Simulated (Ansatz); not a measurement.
The starting structures come from a database of crystals and need not be the phases stable at ambient conditions.

Tunnelling through a barrier is set by its complex band structure: the current falls as exp(−2κd) with the smallest κ.

Input:

```
CELL_PARAMETERS angstrom
      4.16209     0.00000     0.00000
      0.00000     9.50066     0.00000
      2.08105     0.00000     3.60448
ATOMIC_POSITIONS crystal
  Hg 0.00000 0.33333 0.28663
  Hg 0.71337 0.66667 0.00000
  Hg 0.28663 0.00000 0.71337
  S  0.00000 0.83333 0.50119
  S  0.49881 0.16667 0.00000
  S  0.50119 0.50000 0.49881
```

Space group of this cell: P3_221. The cell was relaxed by PBE-D3(BJ); by PBEsol its mean pressure is -1.3 GPa.

Transport runs along the normal of the first two printed cell vectors, the (100) plane of the conventional cell.

The gap is the functional's own, uncorrected, and κ follows it; spin-orbit coupling is left out. Mid-gap values are interpolated between the computed energies.

### Question
Predict the band gap and the smallest decay constant κ at mid-gap from PBEsol (Ansatz, a first-principles code).

### Answer
Gap 1.20 eV on a 8×4×8 mesh; κ = 0.190 1/Å, at (0.000, 0.500) of the in-plane reciprocal vectors. At the zone centre, at the nearest computed energy, the slowest state has κ = 0.21 1/Å.
